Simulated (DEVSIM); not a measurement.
System: abrupt Si p-n junction, at 300 K.

| layer (left to right) | material | thickness (μm) | Nd (cm⁻³) | Na (cm⁻³) | τn (s) | τp (s) |
|---|---|---|---|---|---|---|
| 1 | Si | 1.00 | - | 4.2e16 | 0.00021 | 0.00021 |
| 2 | Si | 35.0 | 3.3e15 | - | 0.00021 | 0.00021 |

Left contact: ohmic. Right contact: ohmic. Voltage is applied to the left contact. Recombination: SRH at mid-gap, radiative, Auger. Mobility is constant in doping.

The device is made up for the run: typed textbook-type constants, with dimensions and the other settings drawn at random. Values at 300 K.

```tsv
parameter	Si
gap (eV)	1.124
affinity (eV)	4.05
permittivity	11.7
Nc (cm⁻³)	2.86e19
Nv (cm⁻³)	3.1e19
μn (cm²/Vs)	1417
μp (cm²/Vs)	470
B (cm³/s)	4.7e-15
Cn (cm⁶/s)	2.8e-31
Cp (cm⁶/s)	9.9e-32
```

DEVSIM, 1D drift-diffusion, Boltzmann statistics, complete ionisation; no tunnelling, impact ionisation, image-force lowering or self-heating.

Tabulate band edges, carrier densities and field at zero bias.

Energies count from the Fermi level of the right contact; mesh points crowd at the junctions.

| x (μm) | Ec (eV) | Ev (eV) | n (cm⁻³) | p (cm⁻³) | field (V/cm) |
|---|---|---|---|---|---|
| 0.000 | 0.953 | -0.171 | 2800 | 4.2e16 | ≈ 0 |
| 0.03182 | 0.953 | -0.171 | 2800 | 4.2e16 | ≈ 0 |
| 0.1037 | 0.953 | -0.171 | 2800 | 4.2e16 | ≈ 0 |
| 0.2662 | 0.953 | -0.171 | 2800 | 4.2e16 | ≈ 0 |
| 0.6956 | 0.953 | -0.171 | 2800 | 4.2e16 | ≈ 0 |
| 0.8794 | 0.953 | -0.171 | 2800 | 4.2e16 | -140 |
| 0.9607 | 0.938 | -0.186 | 5000 | 2.3e16 | -6900 |
| 1.003 | 0.871 | -0.253 | 68000 | 1.7e15 | -25000 |
| 1.040 | 0.782 | -0.342 | 2100000 | 5.6e13 | -23000 |
| 1.127 | 0.601 | -0.523 | 2.3e9 | 5.2e10 | -19000 |
| 1.330 | 0.327 | -0.797 | 9.2e13 | 1300000 | -8300 |
| 2.041 | 0.234 | -0.890 | 3.3e15 | 35000 | ≈ 0 |
| 3.483 | 0.234 | -0.890 | 3.3e15 | 35000 | ≈ 0 |
| 6.876 | 0.234 | -0.890 | 3.3e15 | 35000 | ≈ 0 |
| 19.20 | 0.234 | -0.890 | 3.3e15 | 35000 | ≈ 0 |
| 28.88 | 0.234 | -0.890 | 3.3e15 | 35000 | ≈ 0 |
| 32.99 | 0.234 | -0.890 | 3.3e15 | 35000 | ≈ 0 |
| 34.73 | 0.234 | -0.890 | 3.3e15 | 35000 | ≈ 0 |
| 35.61 | 0.234 | -0.890 | 3.3e15 | 35000 | ≈ 0 |
| 35.85 | 0.234 | -0.890 | 3.3e15 | 35000 | ≈ 0 |
| 35.95 | 0.234 | -0.890 | 3.3e15 | 35000 | ≈ 0 |
| 36.00 | 0.234 | -0.890 | 3.3e15 | 35000 | ≈ 0 |
